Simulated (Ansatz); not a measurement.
# Effect of uniaxial strain ε_yy = +4.99 % on TiN

Take TiN in the rock salt structure (space group Fm-3m, No. 225; a = 4.204 Å; relaxed with 0.1 eV smearing) as the base. Axes: x, y, z lie along the cube axes.

Now apply this change: the cell is stretched by 4.99 % along y with no lateral relaxation, atoms relaxed at fixed cell.

All numbers come from PBEsol (Ansatz, a first-principles code; PAW; 420 eV plane waves; spin-orbit coupling left out), earlier PAW set. Γ-centred 24×24×24 mesh, Fermi–Dirac width 0.1 eV.

The space group goes from Fm-3m (No. 225) to I4/mmm (No. 139) and the shortest interatomic distance stays 2.102 Å. The energy increases by 38 meV/atom and the band gap remains zero. The stress (xx, yy, zz, yz, xz, xy; compression positive) amounts to (-5.7, -23.9, -5.7, 0.0, 0.0, 0.0) GPa.

Whether these cells are dynamically stable was not tested. All final runs are without spin polarisation. An odd electron count without spin: TiN.
